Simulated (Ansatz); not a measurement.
## The (321) surface of beta tin in its 1x1 cell, outermost plane spacing 1.10 Å in the ideal cut

Method: PBE (plane waves to 420 eV, PAW; Ansatz, an electronic-structure program).

Model: 16-atom slab, 11.4 Å thick at the start, 9x5x1 mesh, Fermi-Dirac 0.1 eV, dipole correction, all atoms relaxed; symmetry of the start imposed; no spin, no spin-orbit, no U.

```yaml
surface energy (mean of both faces): 0.43 J/m²
surface_energy_before_relaxation: 0.57 J/m²
work_function_of_the_top_face: 3.99 eV
energy_released_by_relaxation: 0.71 eV
cost: roughly 60 core-minutes
```
